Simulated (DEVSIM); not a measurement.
# abrupt Si p-n junction

System: abrupt Si p-n junction, at 400 K.

| layer (left to right) | material | thickness (μm) | Nd (cm⁻³) | Na (cm⁻³) | τn (s) | τp (s) |
|---|---|---|---|---|---|---|
| 1 | Si | 0.520 | - | 1.7e18 | 3e-7 | 3e-7 |
| 2 | Si | 7.50 | 1.2e17 | - | 3e-7 | 3e-7 |

Left contact: ohmic. Right contact: ohmic. Voltage is applied to the left contact. Recombination: SRH at mid-gap. Mobility is constant in doping.

Constants are typed, rounded textbook-type inputs, not results; the design itself was drawn at random and stands for no fabricated device. Values at 300 K; Nc and Nv go as T^1.5, mobilities as T to minus their exponent, the gap by Varshni's rule with the affinity fixed.

```tsv
parameter	Si
gap (eV)	1.124
affinity (eV)	4.05
permittivity	11.7
Nc (cm⁻³)	2.86e19
Nv (cm⁻³)	3.1e19
μn (cm²/Vs)	1417
μp (cm²/Vs)	470
T exponent of μn	2.3
T exponent of μp	2.2
Varshni α (eV/K)	0.000473
Varshni β (K)	636
```

Simulated with DEVSIM: 1D drift-diffusion, Boltzmann statistics, complete ionisation; no tunnelling, impact ionisation, image-force lowering or self-heating.

```yaml
potential_step_across_the_device_at_zero_bias: 0.778 V
largest_field_in_the_device_at_zero_bias: 160000 V/cm
Dark forward voltage at 1 A/cm²: 0.452 V
Dark forward voltage at 100 A/cm²: 0.615 V
```

Dark forward current:

(V (V), J (A/cm²)): (0.05, 8.6e-6); (0.10, 4.1e-5); (0.15, 0.00017); (0.20, 0.00070); (0.25, 0.0029); (0.30, 0.012); (0.35, 0.052); (0.40, 0.22); (0.45, 0.94); (0.50, 4.0); (0.55, 17); (0.60, 67); (0.65, 240); (0.70, 690); (0.75, 1600); (0.80, 3100)
